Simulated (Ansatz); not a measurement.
Results of PBEsol (plane waves, PAW; Ansatz, a quantum-chemistry and plane-wave program) for GePd₂ (P-62m, No. 189; cell taken from a computed entry).

Settings: plane-wave cutoff 520 eV, 12×12×16 k mesh (along the axes of the cell as run), Fermi–Dirac smearing 0.05 eV, scalar-relativistic PAW data made under PBE.

Computed at the level's own relaxed cell.

Q: Estimate the lattice constant a and c axis length that the calculation returns.

A: 
lattice constant a: 6.693 Å
c axis length: 3.413 Å

The run finds no gap.

Note: the relaxation could not lower the start's symmetry, so the cell can be a saddle point above a distorted one.

Static lattice: no zero-point or thermal effects.

The result took around 19 core-minutes (rough).
